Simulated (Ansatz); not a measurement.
## rock-salt TiC (0 0 1) on zinc-blende GaSb (0 0 1) (film strained to the substrate, started from cuts of the bulks and a machine-learned relaxation; slabs Ga6Sb5 and C12Ti12, which can lie off the formulas)

A periodic stack without vacuum, rock-salt TiC (0 0 1) on zinc-blende GaSb (0 0 1) (film strained to the substrate, started from cuts of the bulks and a machine-learned relaxation; slabs Ga6Sb5 and C12Ti12, which can lie off the formulas): substrate slab Ga6Sb5, film C12Ti12, surface cells [[1, 0], [1, 1]] and [[0, -1], [2, 1]], film strained by +1.4 and +1.4 %, outermost planes Ga/Ga and CTi/CTi as cut, which need not be the usual terminations and can put a slab off its formula.

The start was prepared with a machine-learned potential, and the result is one local minimum, with the in-plane cell held and forces under 0.04 eV/Å; the film can end far from its bulk form.

Calculation: PBE (plane waves to 420 eV, PAW; Ansatz, a first-principles code). Spin–orbit coupling is left out; the runs are not spin-polarised. Its k-point mesh 7×7×1, Fermi–Dirac width 0.05 eV.

| Item | Result |
|---|---|
| interface area | 19.3 Å² |
| period | 30.17 Å |
| heights between the nearest atoms of the two slabs at the two interfaces | 1.97 and 1.98 Å |
| Ga–Ti contacts across the interfaces within 1.22 times the sum of covalent radii | 8, mean 3.05 Å |
| C–Ga contacts across the interfaces within 1.22 times the sum of covalent radii | 2, mean 1.98 Å |
| Sb–Ti contacts across the interfaces within 1.22 times the sum of covalent radii | 2, mean 3.57 Å |

```yaml
crystal:
  lattice:
    - [4.39248, 0.00013, 0.07652]
    - [-0.00013, 4.39301, -0.01048]
    - [1.63803, -0.07867, 30.20448]
  atoms:
    - { symbol: Ga, position: [0.03572, 0.13751, 0.13324] }
    - { symbol: Ga, position: [0.58486, 0.73224, 0.03371] }
    - { symbol: Ga, position: [0.93528, 0.16233, 0.33912] }
    - { symbol: Ga, position: [0.48554, 0.66053, 0.23621] }
    - { symbol: Ga, position: [0.80921, 0.16579, 0.54273] }
    - { symbol: Ga, position: [0.39073, 0.66551, 0.44217] }
    - { symbol: Sb, position: [0.06135, 0.63976, 0.08138] }
    - { symbol: Sb, position: [0.95986, 0.66090, 0.28770] }
    - { symbol: Sb, position: [0.51025, 0.15910, 0.18468] }
    - { symbol: Sb, position: [0.86397, 0.66390, 0.49395] }
    - { symbol: Sb, position: [0.40972, 0.16381, 0.39074] }
    - { symbol: C, position: [0.25841, 0.17127, 0.68040] }
    - { symbol: C, position: [0.75831, 0.67123, 0.68049] }
    - { symbol: C, position: [0.79506, 0.16879, 0.60803] }
    - { symbol: C, position: [0.29331, 0.66869, 0.60933] }
    - { symbol: C, position: [0.18790, 0.17623, 0.82409] }
    - { symbol: C, position: [0.68779, 0.67606, 0.82424] }
    - { symbol: C, position: [0.72303, 0.17358, 0.75227] }
    - { symbol: C, position: [0.22291, 0.67379, 0.75244] }
    - { symbol: C, position: [0.11782, 0.17960, 0.96729] }
    - { symbol: C, position: [0.61737, 0.67642, 0.96817] }
    - { symbol: C, position: [0.65265, 0.17783, 0.89610] }
    - { symbol: C, position: [0.15268, 0.67804, 0.89598] }
    - { symbol: Ti, position: [0.75697, 0.17147, 0.68273] }
    - { symbol: Ti, position: [0.25751, 0.67132, 0.68219] }
    - { symbol: Ti, position: [0.29102, 0.16887, 0.61307] }
    - { symbol: Ti, position: [0.79199, 0.66882, 0.61296] }
    - { symbol: Ti, position: [0.68803, 0.17663, 0.82361] }
    - { symbol: Ti, position: [0.18804, 0.67591, 0.82369] }
    - { symbol: Ti, position: [0.22256, 0.17387, 0.75297] }
    - { symbol: Ti, position: [0.72282, 0.67404, 0.75290] }
    - { symbol: Ti, position: [0.61969, 0.18105, 0.96341] }
    - { symbol: Ti, position: [0.11952, 0.67827, 0.96375] }
    - { symbol: Ti, position: [0.15345, 0.17794, 0.89431] }
    - { symbol: Ti, position: [0.65366, 0.67889, 0.89398] }
```
